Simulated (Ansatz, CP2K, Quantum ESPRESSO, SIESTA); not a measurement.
# One structure in several programs: CdPPd5 (P1, 7 atoms in the cell)

Self-consistent single point, at a second geometry (atoms moved at random). First geometry:

```xyz
7
Lattice="3.8994 0.0000 0.0000 0.0000 3.8994 0.0000 0.0000 0.0000 6.9343" Properties=species:S:1:pos:R:3 pbc="T T T"
Cd     1.9497     1.9497     0.0000
P      0.0000     0.0000     3.4672
Pd     0.0000     0.0000     0.0000
Pd     1.9497     0.0000     4.8490
Pd     1.9497     0.0000     2.0853
Pd     0.0000     1.9497     4.8490
Pd     0.0000     1.9497     2.0853
```

Second geometry:
```xyz
7
Lattice="3.8994 0.0000 0.0000 0.0000 3.8994 0.0000 0.0000 0.0000 6.9343" Properties=species:S:1:pos:R:3 pbc="T T T"
Cd     1.9341     1.9536     0.0553
P      0.0233     0.0169     3.4746
Pd     0.0012    -0.0327     0.0001
Pd     1.9986    -0.0043     4.8017
Pd     1.9213    -0.0106     2.0681
Pd    -0.0001     1.9514     4.8983
Pd    -0.0291     1.9748     2.0377
```

Shared settings, as Ansatz (an electronic-structure program) writes them: kpoints.mp_grid.grid = 7 7 4; scf.occupations.method = fermi_dirac; scf.occupations.width = 0.1 eV. Potentials and cutoffs stand in the table.

```csv
code,model,ΔF from the first geometry (meV/atom),pressure (GPa),largest force (eV/Å),cutoff
SIESTA,"GGA PBEsol, numerical atomic orbitals DZP, PseudoDojo PBEsol standard norm-conserving potentials (rewritten from UPF to PSML)",10.2,2.50,0.934,grid 400 Ry
CP2K,"PBEsol, GPW, DZVP-MOLOPT-PBE-GTH basis, GTH-PBE potentials (POTENTIAL_UZH)",11.5,3.40,0.789,grid 500 Ry
Quantum ESPRESSO,"PBEsol, GBRV 1.5 ultrasoft (PBESOL) pseudopotentials",11.7,1.75,0.790,40 Ry
Ansatz,"PBEsol, PAW files made with PBE",11.6,1.00,0.783,default
```

Size of the force on each atom (eV/Å): Sizes of forces hide their directions.

| code | Cd1 | P2 | Pd3 | Pd4 | Pd5 | Pd6 | Pd7 |
|---|---|---|---|---|---|---|---|
| SIESTA | 0.623 | 0.215 | 0.442 | 0.934 | 0.412 | 0.362 | 0.653 |
| CP2K | 0.640 | 0.204 | 0.432 | 0.789 | 0.349 | 0.431 | 0.745 |
| Quantum ESPRESSO | 0.609 | 0.182 | 0.413 | 0.683 | 0.335 | 0.487 | 0.790 |
| Ansatz | 0.593 | 0.177 | 0.401 | 0.656 | 0.329 | 0.489 | 0.783 |

On Ansatz's run: spin polarisation is off; with an odd number of electrons in the cell that forces a metal, and a magnetic state may lie lower.

The spread over the programs that give each value: ΔF from the first geometry within 1.5 meV/atom; pressure within 2.40 GPa; largest force within 0.151 eV/Å.

SIESTA and CP2K use small atom-centred bases, whose incompleteness enters pressures, forces and empty levels differently from a plane-wave cutoff. Ansatz's pressure is given at a fixed set of plane waves, as the other plane-wave codes print theirs; with its correction for the finite basis it is 1.04 GPa. In the pressure, SIESTA (by 1.13) and CP2K (by 2.02) lie more than 1 GPa from the median of the plane-wave programs. In the force vectors, SIESTA (by 0.294) and CP2K (by 0.135) lie more than 0.08 eV/Å from the median of the plane-wave programs.

The starting cell comes from a database of computed structures (which also holds hypothetical and non-ambient phases and stackings), without a prior relaxation at this level. Its lattice was rescaled by a random factor within 2.5 % of one. For this run, on top of that: atoms moved at random.

Keys are those of Ansatz 0.2.
